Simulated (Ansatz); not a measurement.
The starting structures come from a database of crystals and need not be the phases stable at ambient conditions.

 Where the default PAW files enter, the runs use the earlier of Ansatz's two default sets.

Tunnelling through a barrier is set by its complex band structure: the current falls as exp(−2κd) with the smallest κ.

Input:

```
CELL_PARAMETERS angstrom
      4.81270     0.00000     0.00000
      0.86289     4.96659     0.00000
      0.00000     0.00000     4.87188
ATOMIC_POSITIONS crystal
  Ti 0.72256 0.71315 0.44719
  Ti 0.27744 0.28685 0.55281
  Ti 0.27744 0.78685 0.94719
  Ti 0.72256 0.21315 0.05281
  O  0.55464 0.96677 0.74237
  O  0.44536 0.03323 0.25763
  O  0.44536 0.53323 0.24237
  O  0.55464 0.46677 0.75763
  O  0.93616 0.35156 0.32303
  O  0.06384 0.64844 0.67697
  O  0.06384 0.14844 0.82303
  O  0.93616 0.85156 0.17697
```

Space group of this cell: P2_1/c. The cell is taken as given; by LDA its mean pressure is -10.6 GPa.

Transport runs along the normal of the first two printed cell vectors.

The gap is the functional's own, uncorrected, and κ follows it; spin-orbit coupling is left out. Mid-gap values are interpolated between the computed energies.

Problem. Predict the band gap and the smallest decay constant κ at mid-gap from LDA in Ansatz (a program for electronic structure).

Solution. Gap 2.21 eV on a 6×6×6 mesh; κ = 0.354 1/Å, at the zone centre.
